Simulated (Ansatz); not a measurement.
## CsPbCl3, response to strain

The reference is CsPbCl$_{3}$ in the cubic perovskite structure (space group Pm-3m, No. 221; a = 5.6188 Å). Axes: x, y, z lie along the cube axes.

Strains are applied to the cell and any free atomic positions relax; under biaxial strain the out-of-plane vector relaxes too.

The values are results of Ansatz (a quantum-chemistry and plane-wave program), PBEsol, PAW, cutoff 420 eV, without spin-orbit coupling, earlier PAW set, not measurements.

Candidates:
(a) uniaxial strain ε_yy = −2.81 %
(b) uniaxial strain ε_yy = −2.33 %
(c) isotropic strain +1.77 %
(d) biaxial strain −0.35 %, plane normal [001], relaxed out of plane

For the base:

The band gap is 1.84 eV.

### Question
Order them by band gap, lowest first.

### Answer
(a) uniaxial strain ε_yy = −2.81 % (1.63 eV), (b) uniaxial strain ε_yy = −2.33 % (1.67 eV), (d) biaxial strain −0.35 %, plane normal [001], relaxed out of plane (1.79 eV), (c) isotropic strain +1.77 % (2.06 eV)

Spin-orbit coupling, missing from the scalar runs, can matter with Pb. Stability against distortions was not tested. Many cubic perovskites are stable only at high temperature; tilts and polar distortions were not tested. This is not the structure that CsPbCl3 has at room temperature and ambient pressure.
